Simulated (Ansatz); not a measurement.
Consider TiS$_{2}$ in the CdI2 type structure (space group P-3m1, No. 164; layered, stacked along the Cartesian z axis).

```
CELL_PARAMETERS angstrom
      3.36050     0.00000     0.00000
     -1.68025     2.91028     0.00000
      0.00000     0.00000     5.52286
ATOMIC_POSITIONS crystal
  Ti 0.00000 0.00000 0.00000
  S  0.33333 0.66667 0.25856
  S  0.66667 0.33333 0.74144
```

Computed with DFT with PBE-D3(BJ), PAW potentials and a 420 eV plane-wave cutoff in Ansatz (a first-principles code), without spin-orbit coupling, earlier PAW set.

For the base:

| Quantity | Result |
|---|---|
| c/a ratio | 1.643 |
| Lattice parameter a | 6.350 bohr |

Modification: every S is replaced by Se; the structure is relaxed again.

Predict the new c/a ratio.

The c/a ratio goes up by 0.0433 (1.643 → 1.687).

How does this affect the lattice parameter a?

The lattice parameter a grows by 0.227 bohr to 6.577 bohr.

Whether these cells are dynamically stable was not tested. All final runs are without spin polarisation.
